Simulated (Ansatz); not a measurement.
# Ansatz run on VOF3 (P1, 20 atoms in the cell): self-consistent single point

Method: PBEsol, default PAW files made with PBE (plane waves; Ansatz, a first-principles code).

This input was run:

Ansatz 0.2 input:
```yaml
# VOF3
crystal:
  lattice:
    - [5.528910, 0.000000, 0.000000]
    - [0.339789, 5.693945, 0.000000]
    - [0.014112, 0.112132, 9.752677]
  atoms:
    - { symbol: V, position: [0.054830, 0.044690, 0.009720] }
    - { symbol: V, position: [0.549040, 0.475000, 0.991600] }
    - { symbol: V, position: [0.455620, 0.962530, 0.505370] }
    - { symbol: V, position: [0.965440, 0.453380, 0.494190] }
    - { symbol: O, position: [0.221020, 0.275480, 0.037170] }
    - { symbol: O, position: [0.802670, 0.227340, 0.466950] }
    - { symbol: O, position: [0.227630, 0.796720, 0.531540] }
    - { symbol: O, position: [0.725580, 0.225790, 0.969780] }
    - { symbol: F, position: [0.282710, 0.795450, 0.033540] }
    - { symbol: F, position: [0.432880, 0.043670, 0.325800] }
    - { symbol: F, position: [0.554100, 0.503660, 0.175470] }
    - { symbol: F, position: [0.093920, 0.515430, 0.328030] }
    - { symbol: F, position: [0.910070, 0.975780, 0.170600] }
    - { symbol: F, position: [0.276680, 0.275970, 0.543210] }
    - { symbol: F, position: [0.708160, 0.713170, 0.456780] }
    - { symbol: F, position: [0.058050, 0.007840, 0.826140] }
    - { symbol: F, position: [0.923000, 0.515820, 0.674080] }
    - { symbol: F, position: [0.395910, 0.512310, 0.828690] }
    - { symbol: F, position: [0.593380, 0.986660, 0.672220] }
    - { symbol: F, position: [0.769320, 0.693310, 0.959100] }
basis:
  ecutwfc: 30.9 Ry
kpoints:
  mp_grid:
    grid: [4, 4, 3]
hamiltonian:
  xc: pbesol
  pseudopotentials:
    kind: paw
scf:
  occupations:
    method: fixed
output:
  forces: true
  eigenvalues: true
  stress: true
```

Output (repeated stretches shortened):

```
WARN ansatz: RAYON_NUM_THREADS=1 ignored (pool sized by the plan → 1); use --threads N
Pseudopotentials: kind: paw
Pseudopotential: V, paw, valence charge 13
Pseudopotential: O, paw, valence charge 6
Pseudopotential: F, paw, valence charge 7
Crystal: 20 atoms, lattice volume = 307.027 Å³
Basis set: ecut = 420.4159175005146 eV, 6005 PW (Γ), exchange–correlation on 80×80×144 points (8 copies of the dense FFT grid, shifted against one another)
Bands: 100, of which v1, the nominal top of the filled ones, is band 80 counted from 1 (79 counted from 0)
Symmetry: 1 space group operations
Space group: P1 (ITA 1), of the structure as read, at distance tolerance 6.7e-5 Å
k-points: 26 of 48 (time reversal used)
PAW frozen core: V, regenerated for the run's functional, and the local potential with it
PAW frozen core: O, regenerated for the run's functional, and the local potential with it
PAW frozen core: F, regenerated for the run's functional, and the local potential with it
Initial density: superposition of atomic densities (neutral atoms: chi_scale 0, normalization atom), corrected by the library's trained network
Initial wavefunctions: pseudopotential atomic-orbital guess
Eigensolver: davidson
Functional: x = pbesol(κ = 0.804, μ = 0.12345679012345678), c = pbesol(β = 0.046)
SCF iter   1: F=—  HF=-23397.598184 eV  |F-HF|=—  |Δ(HF+E_count)|=         —  Δρ=1.76e-2  dr2=7.97e-1  ethr=1.77e-3  ⟨swp⟩=4.4  Hψ=8212  notcnv=0  defer=325
all-band conjugate gradients solve this SCF's bands
preconditioner: auto → Resta (q_TF=auto, 2.447 Å⁻¹)
SCF iter   2: F=—  HF=-23397.595416 eV  |F-HF|=—  |Δ(HF+E_count)|=   2.77e-3  Δρ=1.90e-2  dr2=1.16e0  ethr=4.98e-4  ⟨swp⟩=2.0  Hψ=4276  notcnv=0  defer=365
SCF iter   3: F=—  HF=-23397.468516 eV  |F-HF|=—  |Δ(HF+E_count)|=   1.27e-1  Δρ=3.60e-3  dr2=2.63e-2  ethr=4.98e-4  ⟨swp⟩=2.0  Hψ=3677  notcnv=0  defer=363
SCF iter   4: F=—  HF=-23397.464320 eV  |F-HF|=—  |Δ(HF+E_count)|=   4.20e-3  Δρ=1.61e-3  dr2=7.39e-3  ethr=1.65e-5  ⟨swp⟩=2.0  Hψ=3677  notcnv=0  defer=467
SCF iter   5: F=—  HF=-23397.463837 eV  |F-HF|=—  |Δ(HF+E_count)|=   4.83e-4  Δρ=8.01e-4  dr2=2.11e-3  ethr=4.62e-6  ⟨swp⟩=2.0  Hψ=3566  notcnv=0  defer=468
SCF iter   6: F=—  HF=-23397.464020 eV  |F-HF|=—  |Δ(HF+E_count)|=   1.82e-4  Δρ=8.58e-4  dr2=2.54e-3  ethr=1.32e-6  ⟨swp⟩=2.0  Hψ=3676  notcnv=0  defer=468
SCF iter   7: F=—  HF=-23397.463831 eV  |F-HF|=—  |Δ(HF+E_count)|=   1.89e-4  Δρ=1.73e-4  dr2=1.30e-4  ethr=1.32e-6  ⟨swp⟩=2.0  Hψ=3535  notcnv=0  defer=461
SCF iter   8: F=—  HF=-23397.463843 eV  |F-HF|=—  |Δ(HF+E_count)|=   1.23e-5  Δρ=1.21e-4  dr2=6.36e-5  ethr=8.13e-8  ⟨swp⟩=2.0  Hψ=3495  notcnv=0  defer=328
SCF iter   9: F=—  HF=-23397.463715 eV  |F-HF|=—  |Δ(HF+E_count)|=   1.29e-4  Δρ=1.02e-4  dr2=3.94e-5  ethr=3.98e-8  ⟨swp⟩=2.2  Hψ=3783  notcnv=0  defer=328
SCF iter  10: F=—  HF=-23397.463713 eV  |F-HF|=—  |Δ(HF+E_count)|=   1.32e-6  Δρ=6.90e-5  dr2=1.98e-5  ethr=2.46e-8  ⟨swp⟩=2.0  Hψ=3520  notcnv=0  defer=328
SCF iter  11: F=—  HF=-23397.463712 eV  |F-HF|=—  |Δ(HF+E_count)|=   9.59e-7  Δρ=2.71e-5  dr2=4.05e-6  ethr=1.24e-8  ⟨swp⟩=2.0  Hψ=3419  notcnv=0  defer=328
SCF iter  12: F=—  HF=-23397.463713 eV  |F-HF|=—  |Δ(HF+E_count)|=   4.03e-7  Δρ=2.55e-5  dr2=2.88e-6  ethr=2.53e-9  ⟨swp⟩=2.0  Hψ=3516  notcnv=0  defer=328
SCF iter  13: F=—  HF=-23397.463713 eV  |F-HF|=—  |Δ(HF+E_count)|=   3.38e-8  Δρ=1.33e-5  dr2=9.32e-7  ethr=1.80e-9  ⟨swp⟩=2.0  Hψ=3434  notcnv=0  defer=328
SCF iter  14: F=—  HF=-23397.463713 eV  |F-HF|=—  |Δ(HF+E_count)|=   8.55e-8  Δρ=9.44e-6  dr2=4.16e-7  ethr=5.83e-10  ⟨swp⟩=2.0  Hψ=3487  notcnv=0  defer=328
SCF iter  15: F=—  HF=-23397.463713 eV  |F-HF|=—  |Δ(HF+E_count)|=   5.74e-9  Δρ=6.18e-6  dr2=1.78e-7  ethr=2.60e-10  ⟨swp⟩=2.0  Hψ=3497  notcnv=0  defer=328
SCF iter  16: F=—  HF=-23397.463713 eV  |F-HF|=—  |Δ(HF+E_count)|=   8.52e-9  Δρ=4.90e-6  dr2=1.02e-7  ethr=6.25e-11  ⟨swp⟩=9.0  Hψ=9888  notcnv=0
SCF iter  17: F=-23397.463713 eV  HF=-23397.463713 eV  |F-HF|=2.22e-8  |Δ(HF+E_count)|=   7.60e-9  Δρ=3.21e-6  dr2=4.24e-8  ethr=6.25e-11  ⟨swp⟩=3.0  Hψ=6760  notcnv=0
SCF 1 converged in 17 iterations: F = -23397.463713 eV  dr2 = 4.24e-8
SCF converged after 17 iterations
Free energy (F): -23397.463713 eV
Harris-Foulkes:  -23397.463713 eV  (|F-HF|=2.22e-8)
Internal energy: -23397.463713 eV  (E = F + TS)
E sigma→0 (E₀):  -23397.463713 eV
Fermi energy:    -0.382570 eV
--- Per-component energies (eV) ---
  E_band       = -2288.617264
  E_kinetic    = 4456.242676
  E_local      = -17757.619119  (includes V_loc(G=0)·N_el)
  E_nonlocal   = 869.375211
  E_hartree    = 7021.694718
  E_xc         = -1731.346505
  E_vxc        = -2220.691264  (∫ρ·V_xc dr)
  E_paw        = -7249.749009  (= ΣΔE_a)
  E_vpaw       = -1679.348612  (= ΣTr[D̂ρ^β])
  E_aug_tail   = 0.034461  (compensation charges beyond the density's cutoff)
  E_ewald      = -9007.345323
  E_core_change = 1.249180  (= ΣΔE_core)
  E_smearing   = -0.000000  (= −TS)
  E_closure    = -0.000000  (closes the sum)
  Σ components = -23397.463713   (vs F -23397.463713, Δ=0.00e0)
--- Forces (eV/Å), atoms counted from 1 ---
  atom   1  V      1.29903333     0.70873727     0.23846914
  atom   2  V      1.46003572    -0.63202896    -0.31458300
  atom   3  V     -1.42414483    -1.03782825     0.24791650
  atom   4  V     -1.02733213    -1.50606671    -0.24067412
  atom   5  O     -1.23266888    -2.01061617    -0.54885969
  atom   6  O      1.68324536     2.39103428     0.53707679
  atom   7  O      2.39594988     1.60801934    -0.50937673
  atom   8  O     -0.76550652     1.99729052     0.45658391
  atom   9  F     -0.80363572     0.96254300    -0.25359074
  atom  10  F      0.15449888    -0.47276710     1.95336044
  atom  11  F     -0.17369647    -0.26473579    -1.99154310
  atom  12  F     -0.82333034    -0.28958857     1.81271821
  atom  13  F      0.86954137     0.49270031    -1.76531189
  atom  14  F     -0.45284021    -0.31669590    -0.40570771
  atom  15  F     -0.03800717     0.08233588     0.40084837
  atom  16  F     -0.05256531     0.25599993     2.00119173
  atom  17  F      0.26854948    -0.37372453    -1.95697756
  atom  18  F      0.81140044    -0.23963199     1.81303260
  atom  19  F     -0.84323378    -0.11286611    -1.83083144
  atom  20  F     -1.30513168    -1.24193883     0.35626090
  max |Σ_I F_I| component: 1.72e-4 eV/Å
--- Stress (GPa, compression-positive) ---
      -10.911217      -0.986899       0.030135
       -0.986899     -11.336137       0.005915
        0.030135       0.005915     -13.813651
  P = ⅓ Tr σ = -12.0203 GPa (-120.203 kbar)
  The stress holds the Pulay correction. Without it, at fixed plane waves, as pw.x and ABINIT print it: P = -12.7117 GPa
--- Band table (eV; the first three rows and the last of 26) ---
  k-point 0: bands = ["-64.4720", "-64.3150", "-64.2846", "-64.2824", "-38.4457", "-38.3923", "-38.3818", "-38.2828", "-38.2596", "-38.2518", "-38.2453", "-38.2438", "-38.2367", "-38.2258", "-38.2145", "-38.2053", "-21.4729", "-21.1824", "-21.1058", [...]
  k-point 1: bands = ["-64.4720", "-64.3150", "-64.2846", "-64.2824", "-38.4457", "-38.3923", "-38.3818", "-38.2828", "-38.2596", "-38.2518", "-38.2453", "-38.2438", "-38.2367", "-38.2258", "-38.2145", "-38.2053", "-21.4726", "-21.1828", "-21.1054", [...]
  k-point 2: bands = ["-64.4720", "-64.3150", "-64.2845", "-64.2825", "-38.4456", "-38.3919", "-38.3816", "-38.2833", "-38.2555", "-38.2520", "-38.2452", "-38.2439", "-38.2369", "-38.2300", "-38.2132", "-38.2065", "-21.4323", "-21.2271", "-21.0978", [...]
  k-point 25: bands = ["-64.4720", "-64.3150", "-64.2845", "-64.2825", "-38.4458", "-38.3925", "-38.3819", "-38.2825", "-38.2601", "-38.2518", "-38.2451", "-38.2439", "-38.2368", "-38.2259", "-38.2152", "-38.2043", "-21.4565", "-21.1916", [...]
```

The run converged in 17 iterations.

The starting cell comes from a database of computed structures (which also holds hypothetical and non-ambient phases and stackings), without a prior relaxation at this level. Its lattice was rescaled by a random factor within 2.5 % of one. With a pressure of about -12 GPa the cell is away from its equilibrium volume at this level. Forces in this geometry exceed 1 eV/Å. Ansatz's pressure includes its estimate of the finite-basis (Pulay) stress. Without the estimate this run gives -12.71 GPa.

Cost on one core of a shared machine: roughly 40 s.
